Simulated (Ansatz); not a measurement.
The starting structures come from a database of crystals and need not be the phases stable at ambient conditions.

 Where the default PAW files enter, the runs use the earlier of Ansatz's two default sets.

Inside the gap of an insulator the Bloch states are evanescent, with a wavenumber k + iκ along the transport direction.

Consider the following.

```
SnS2
1.0
    7.22872     0.00000     0.00000
   -3.61436     6.26026     0.00000
    3.61436     2.08675     5.90223
Sn S
4 8
Direct
  0.25000   0.87500   0.87500
  0.75000   0.87500   0.87500
  0.25000   0.37500   0.87500
  0.75000   0.87500   0.37500
  0.75598   0.12201   0.12201
  0.25598   0.62799   0.62799
  0.75598   0.63397   0.12201
  0.25598   0.62799   0.11603
  0.24402   0.12201   0.63397
  0.74402   0.11603   0.62799
  0.24402   0.12201   0.12201
  0.74402   0.62799   0.62799
```

Space group of this cell: Fd-3m. The cell is strained (all lengths scaled by 0.98); by PBEsol its mean pressure is 4.6 GPa.

Transport runs along the normal of the first two printed cell vectors, the (111) plane of the conventional cell.

The gap is the functional's own, uncorrected, and κ follows it; spin-orbit coupling is left out. Mid-gap values are interpolated between the computed energies.

### Question
State the band gap and the smallest decay constant κ at mid-gap according to PBEsol (Ansatz, a program for electronic structure).

### Answer
Gap 1.22 eV on a 6×6×6 mesh; κ = 0.160 1/Å, at the zone centre.
